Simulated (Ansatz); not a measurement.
Take Ti in the hcp (Mg type) structure (space group P6_3/mmc, No. 194; a = 2.940 Å, c = 4.654 Å; relaxed with 0.1 eV smearing) as the base. Axes: x lies along a and z along c of the hexagonal cell.

The values are results of Ansatz (a program for electronic structure), PBE, PAW, cutoff 420 eV, without spin-orbit coupling, not measurements.

It is then changed as follows: the cell is compressed by 3.00 % along z with no lateral relaxation, atoms relaxed at fixed cell.

Task: Predict the stress tensor and what it implies for the stiffness.

Result: Stress of the strained cell less that of the base (GPa, compression positive):
```
    2.5     0.0     0.0
    0.0     2.5     0.0
    0.0     0.0     6.0
```

Then −Δσ_ii/ε with ε = -0.0300 gives secant stiffness values (nonlinear terms included at this strain): C33 ≈ 201 GPa, C13 ≈ 82 GPa and C23 ≈ 82 GPa.

As a check, the harmonic strain energy −½ V₀ Δσ:ε is 9.8 meV/atom; the computed energy rise is 9.6 meV/atom.

No phonon test of stability was made. The final runs are not spin-polarised.
